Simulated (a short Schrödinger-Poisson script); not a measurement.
## Symmetric double-gate stack, SiO2 on p-type Ge(100)

Structure: symmetric double-gate stack, SiO2 on p-type Ge(100), at 400 K.

| layer | material | thickness (nm) | Na (cm⁻³) |
|---|---|---|---|
| 1 | SiO2 | 1.9 | - |
| 2 | Ge | 20 | 2e16 |
| 3 | SiO2 | 1.9 | - |

Constants are typed, rounded textbook-type inputs, not results; the design itself was drawn at random and stands for no fabricated device. SiO2: permittivity 3.9, conduction-band edge (eV) 3.1, gap (eV) 9, electron mass (mₑ) 0.5. Ge: permittivity 16, conduction-band edge (eV) 0, gap (eV) 0.664, Nv at 300 K (cm⁻³) 6e18.

Channel valleys (confinement mass, in-plane density-of-states mass, number): L4 0.12, 0.295, 4. At the gates, both at one voltage, the conduction-band edge of layer 1 lies 3.37 eV − eVg above the Fermi level of the channel. Gaps are held at their typed values at every temperature. Mesh 0.03 nm at interfaces.

From a short Schrödinger-Poisson script (our own, NumPy): 1D Poisson equation in equilibrium, electrons quantum, Hartree (BenDaniel-Duke, 12 states a valley, the channel's in-plane mass for all, wave functions free to enter the dielectric), parabolic valleys, classical holes, full ionisation, no traps, pinning or gate leakage.

```tsv
Vg (V)	electrons (cm⁻²)	C (μF/cm²)	L4 E0 (meV)	L4 E1 (meV)
-0.3	4.03e6	1.25	545.2	568.0
-0.2	3.15e7	0.262	475.3	496.2
-0.1	5.10e8	0.0201	379.4	400.0
0	9.06e9	0.0429	280.3	300.8
0.1	1.29e11	0.482	188.9	208.7
0.2	7.25e11	1.40	130.8	147.4
0.3	1.78e12	1.93	101.5	113.7
0.4	3.08e12	2.21	83.9	92.2
0.5	4.52e12	2.40	71.1	76.8
0.6	6.07e12	2.54	60.8	64.7
0.7	7.68e12	2.64	52.1	54.8
0.8	9.36e12	2.72	44.5	46.4
0.9	1.11e13	2.78	37.8	39.2
1	1.28e13	2.84	31.6	32.7
1.1	1.46e13	2.88	26.0	26.8
1.2	1.64e13	2.92	20.9	21.5
1.3	1.83e13	2.95	16.1	16.6
1.4	2.01e13	2.98	11.6	12.0
1.5	2.20e13	3.00	7.4	7.7
1.6	2.39e13	3.03	3.4	3.6
1.7	2.57e13	3.05	-0.4	-0.2
```

Subbands count from the Fermi level. The capacitance is that of both gates.

Only the L valleys are kept; under strong confinement the Δ valleys of Ge fill too.
